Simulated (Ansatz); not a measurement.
Polymorphs of KCl, Ansatz (a quantum-chemistry and plane-wave program) with r2SCAN, rigid bands; geometry: cell and atoms relaxed with PBEsol.
- Pm-3m, primitive cell of 2: a = b = c = 3.7375 Å, α = β = γ = 90.00°
- Fm-3m, primitive cell of 2: a = 4.414 Å, b = 4.414 Å, c = 4.414 Å, α = 60.00°, β = 60.00°, γ = 60.00°

```tsv
Space group	volume per atom (Å³)	band gap	electron conductivity mass	hole conductivity mass	Seebeck coefficient, n-type 1e19 cm⁻³
Pm-3m	26.1	(withheld)	0.41 mₑ	1.49 mₑ	-188 μV/K
Fm-3m	30.4	5.91 eV	0.45 mₑ	3.6 mₑ	(withheld)
```

Problem. What belongs in the gaps?

Solution. 
- Pm-3m, band gap: 5.94 eV
- Fm-3m, Seebeck coefficient, n-type 1e19 cm⁻³: -201 μV/K

Masses are for dilute carriers at 300 K, harmonic means over directions unless an axis is named. Seebeck coefficients are for the stated density at 300 K, with one relaxation time for all states and whether or not that doping can be reached. Spin-orbit coupling is left out.

Computed structure with no diffraction record at hand here (it may be known, metastable or hypothetical): KCl (Pm-3m).
